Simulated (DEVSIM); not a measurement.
# abrupt GaAs p-n junction

Device: abrupt GaAs p-n junction, at 300 K.

```
layer (left to right)  material  thickness (μm)  Nd (cm⁻³)  Na (cm⁻³)  τn (s)  τp (s)
---------------------  --------  --------------  ---------  ---------  ------  ------
1                          GaAs            1.90          -     1.5e17  1.9e-9  1.9e-9
2                          GaAs            75.0     6.9e14          -  1.9e-9  1.9e-9
```

Left contact: ohmic. Right contact: ohmic. Voltage is applied to the left contact. Recombination: SRH at mid-gap, radiative, Auger. Mobility is constant in doping.

Constants are typed, rounded textbook-type inputs, not results; the design itself was drawn at random and stands for no fabricated device. Values at 300 K.

```csv
parameter,GaAs
gap (eV),1.424
affinity (eV),4.07
permittivity,12.9
Nc (cm⁻³),4.7e17
Nv (cm⁻³),9e18
μn (cm²/Vs),8500
μp (cm²/Vs),400
B (cm³/s),2e-10
Cn (cm⁶/s),1e-30
Cp (cm⁶/s),1e-30
```

Model (solved in DEVSIM): 1D drift-diffusion, Boltzmann statistics, complete ionisation; no tunnelling, impact ionisation, image-force lowering or self-heating.

The potential step across the device at zero bias is 1.149 V and the largest field in the device at zero bias is 23000 V/cm. The dark forward voltage at 1 A/cm² is 0.958 V and the dark forward voltage at 100 A/cm² comes out as 1.857 V.

Dark forward current:

(V (V), J (A/cm²)): (0.05, 1.5e-9); (0.20, 4.3e-8); (0.35, 8.8e-7); (0.50, 1.9e-5); (0.60, 0.00015); (0.75, 0.0040); (0.90, 0.21); (1.05, 5.5); (1.20, 19); (1.35, 36); (1.45, 48); (1.60, 67); (1.75, 86); (1.90, 110)

Dark reverse current:

```
V (V)   J (A/cm²)
------  ---------
-0.20     -2.1e-9
-0.50     -4.4e-9
-1.00     -7.4e-9
-1.50     -1.0e-8
-2.00     -1.2e-8
-3.00     -1.6e-8
-4.00     -2.0e-8
-5.00     -2.3e-8
-6.50     -2.7e-8
-8.00     -3.0e-8
-10.00    -3.5e-8
```
